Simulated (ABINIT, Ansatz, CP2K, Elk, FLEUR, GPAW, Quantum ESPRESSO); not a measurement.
SrMg6Sn (Amm2, 8 atoms in the cell) computed with different codes at matched settings

Self-consistent single point, at a second geometry (lattice scaled by 0.98). First geometry:

```
SrMg6Sn
1.0
    5.25936     0.00000     0.00000
    0.00000     3.27868     6.06243
    0.00000    -3.27868     6.06243
Sr Mg Sn
1 6 1
Direct
  0.50000   0.67089   0.67089
  0.50000   0.66996   0.16728
  0.50000   0.16728   0.66996
  0.00000   0.83459   0.31735
  0.00000   0.31735   0.83459
  0.00000   0.33429   0.33429
  0.00000   0.84262   0.84262
  0.50000   0.16300   0.16300
```

Shared settings, as Ansatz (a quantum-chemistry and plane-wave program) writes them: kpoints.mp_grid.grid = 3 3 3; scf.occupations.method = fermi_dirac; scf.occupations.width = 0.1 eV. Potentials and cutoffs stand in the table.

```tsv
code	model	ΔF from the first geometry (meV/atom)	pressure (GPa)	cutoff
Ansatz	PBEsol, PAW files made with PBE	0.1	1.10	420 eV
FLEUR	PBEsol, all-electron FLAPW (FLEUR), scalar-relativistic valence	0.2	–	Kmax 3.8 1/bohr
Quantum ESPRESSO	PBEsol, GBRV 1.5 ultrasoft (PBESOL) pseudopotentials	0.0	1.09	40 Ry
ABINIT	PBEsol, norm-conserving pseudopotentials (PseudoDojo nc-sr-04 PBEsol standard)	0.3	1.12	84 Ry
GPAW	PBEsol, GPAW PAW datasets PBEsol (made by gpaw-setup)	0.5	1.15	850 eV
Elk	PBEsol, all-electron FP-LAPW, Elk's shipped species files, APW+lo basis with extra local orbitals	-1.0	–	rgkmax 8
CP2K	PBEsol, GPW, DZVP-MOLOPT-SR-GTH basis, GTH-PBE potentials (GTH_POTENTIALS)	14.1	2.88	grid 1000 Ry
```

Size of the force on each atom (eV/Å): Sizes of forces hide their directions.

```tsv
code	Sr1	Mg2	Mg3	Mg4	Mg5	Mg6	Mg7	Sn8
Ansatz	0.052	0.078	0.078	0.160	0.160	0.297	0.022	0.100
Quantum ESPRESSO	0.052	0.078	0.078	0.161	0.161	0.298	0.023	0.101
ABINIT	0.052	0.078	0.078	0.162	0.162	0.296	0.022	0.100
GPAW	0.053	0.078	0.078	0.165	0.165	0.293	0.003	0.100
```

A dash marks a value that a program does not give, or that is left out as unsure.

The spread over the programs that give each value: ΔF from the first geometry within 15.1 meV/atom; pressure within 1.79 GPa.

CP2K uses small atom-centred bases, whose incompleteness enters pressures, forces and empty levels differently from a plane-wave cutoff. FLEUR and Elk treat all electrons, but the usual bases taken here (sphere radii, linearisation, local orbitals, empty states) were not tested for convergence, so the values are no reference for the others. Ansatz's pressure is given at a fixed set of plane waves, as the other plane-wave codes print theirs. In the pressure, CP2K (by 1.77) lies more than 1 GPa from the median of the plane-wave programs.

The shared mesh is coarse (it stands for a supercell whose shortest vector is 15 Å), so the values are not converged in it.

The starting cell comes from a database of computed structures (which also holds hypothetical and non-ambient phases and stackings), without a prior relaxation at this level. For this run, on top of that: lattice scaled by 0.98.

Left out of this page: SIESTA (unsound by tests on forces, stress, charge or solver warnings).

Keys are those of Ansatz 0.2.
